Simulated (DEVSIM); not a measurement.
Structure: TaN/SiO2/n-Ge capacitor, at 300 K.

| layer (left to right) | material | thickness (nm) | Nd (cm⁻³) |
|---|---|---|---|
| 1 | SiO2 | 1.70 | - |
| 2 | Ge | 470 | 1.6e18 |

Metal gate on the left, work function 4.4 eV. Fixed charge at the semiconductor interface 0 cm⁻² (in units of +e); interface traps 4.3e11 cm⁻² eV⁻¹, uniform in energy, neutral level at 0.5 of the gap above the valence band.

The device is made up for the run: typed textbook-type constants, with dimensions and the other settings drawn at random. Values at 300 K.

| parameter | SiO2 | Ge |
|---|---|---|
| gap (eV) | 9 | 0.664 |
| affinity (eV) | 0.9 | 4 |
| permittivity | 3.9 | 16 |
| Nc (cm⁻³) | - | 1.04e19 |
| Nv (cm⁻³) | - | 6e18 |

Model (solved in DEVSIM): 1D Poisson equation in equilibrium, Boltzmann statistics, complete ionisation; no quantum confinement or tunnelling. Metal contacts follow the ideal Schottky-Mott rule: no Fermi-level pinning, no interface dipoles.

Problem. Tabulate band edges, carrier densities and field at -0.2 V on the gate.

Solution. Energies count from the Fermi level of the right contact; mesh points crowd at the junctions.

```json
[
 {"x (μm)": "0.000", "Ec (eV)": "3.700", "Ev (eV)": "-5.300", "n (cm⁻³)": "< 1e2", "p (cm⁻³)": "< 1e2", "field (V/cm)": "-1400000"},
 {"x (μm)": "0.0005762", "Ec (eV)": "3.622", "Ev (eV)": "-5.378", "n (cm⁻³)": "< 1e2", "p (cm⁻³)": "< 1e2", "field (V/cm)": "-1400000"},
 {"x (μm)": "0.001026", "Ec (eV)": "3.561", "Ev (eV)": "-5.439", "n (cm⁻³)": "< 1e2", "p (cm⁻³)": "< 1e2", "field (V/cm)": "-1400000"},
 {"x (μm)": "0.001577", "Ec (eV)": "3.487", "Ev (eV)": "-5.513", "n (cm⁻³)": "< 1e2", "p (cm⁻³)": "< 1e2", "field (V/cm)": "-1400000"},
 {"x (μm)": "0.002603", "Ec (eV)": "0.342", "Ev (eV)": "-0.322", "n (cm⁻³)": "1.9e13", "p (cm⁻³)": "2.3e13", "field (V/cm)": "-310000"},
 {"x (μm)": "0.004083", "Ec (eV)": "0.298", "Ev (eV)": "-0.366", "n (cm⁻³)": "1.0e14", "p (cm⁻³)": "4.2e12", "field (V/cm)": "-280000"},
 {"x (μm)": "0.006622", "Ec (eV)": "0.231", "Ev (eV)": "-0.433", "n (cm⁻³)": "1.4e15", "p (cm⁻³)": "3.2e11", "field (V/cm)": "-240000"},
 {"x (μm)": "0.01332", "Ec (eV)": "0.112", "Ev (eV)": "-0.552", "n (cm⁻³)": "1.4e17", "p (cm⁻³)": "3.2e9", "field (V/cm)": "-120000"},
 {"x (μm)": "0.02247", "Ec (eV)": "0.056", "Ev (eV)": "-0.608", "n (cm⁻³)": "1.2e18", "p (cm⁻³)": "3.7e8", "field (V/cm)": "-20000"},
 {"x (μm)": "0.03817", "Ec (eV)": "0.049", "Ev (eV)": "-0.615", "n (cm⁻³)": "1.6e18", "p (cm⁻³)": "2.7e8", "field (V/cm)": "-360"},
 {"x (μm)": "0.06509", "Ec (eV)": "0.048", "Ev (eV)": "-0.616", "n (cm⁻³)": "1.6e18", "p (cm⁻³)": "2.7e8", "field (V/cm)": "≈ 0"},
 {"x (μm)": "0.1316", "Ec (eV)": "0.048", "Ev (eV)": "-0.616", "n (cm⁻³)": "1.6e18", "p (cm⁻³)": "2.7e8", "field (V/cm)": "≈ 0"},
 {"x (μm)": "0.2254", "Ec (eV)": "0.048", "Ev (eV)": "-0.616", "n (cm⁻³)": "1.6e18", "p (cm⁻³)": "2.7e8", "field (V/cm)": "≈ 0"},
 {"x (μm)": "0.3256", "Ec (eV)": "0.048", "Ev (eV)": "-0.616", "n (cm⁻³)": "1.6e18", "p (cm⁻³)": "2.7e8", "field (V/cm)": "≈ 0"},
 {"x (μm)": "0.4003", "Ec (eV)": "0.048", "Ev (eV)": "-0.616", "n (cm⁻³)": "1.6e18", "p (cm⁻³)": "2.7e8", "field (V/cm)": "≈ 0"},
 {"x (μm)": "0.4306", "Ec (eV)": "0.048", "Ev (eV)": "-0.616", "n (cm⁻³)": "1.6e18", "p (cm⁻³)": "2.7e8", "field (V/cm)": "≈ 0"},
 {"x (μm)": "0.4482", "Ec (eV)": "0.048", "Ev (eV)": "-0.616", "n (cm⁻³)": "1.6e18", "p (cm⁻³)": "2.7e8", "field (V/cm)": "≈ 0"},
 {"x (μm)": "0.4585", "Ec (eV)": "0.048", "Ev (eV)": "-0.616", "n (cm⁻³)": "1.6e18", "p (cm⁻³)": "2.7e8", "field (V/cm)": "≈ 0"},
 {"x (μm)": "0.4660", "Ec (eV)": "0.048", "Ev (eV)": "-0.616", "n (cm⁻³)": "1.6e18", "p (cm⁻³)": "2.7e8", "field (V/cm)": "≈ 0"},
 {"x (μm)": "0.4689", "Ec (eV)": "0.048", "Ev (eV)": "-0.616", "n (cm⁻³)": "1.6e18", "p (cm⁻³)": "2.7e8", "field (V/cm)": "≈ 0"},
 {"x (μm)": "0.4705", "Ec (eV)": "0.048", "Ev (eV)": "-0.616", "n (cm⁻³)": "1.6e18", "p (cm⁻³)": "2.7e8", "field (V/cm)": "≈ 0"},
 {"x (μm)": "0.4717", "Ec (eV)": "0.048", "Ev (eV)": "-0.616", "n (cm⁻³)": "1.6e18", "p (cm⁻³)": "2.7e8", "field (V/cm)": "≈ 0"}
]
```
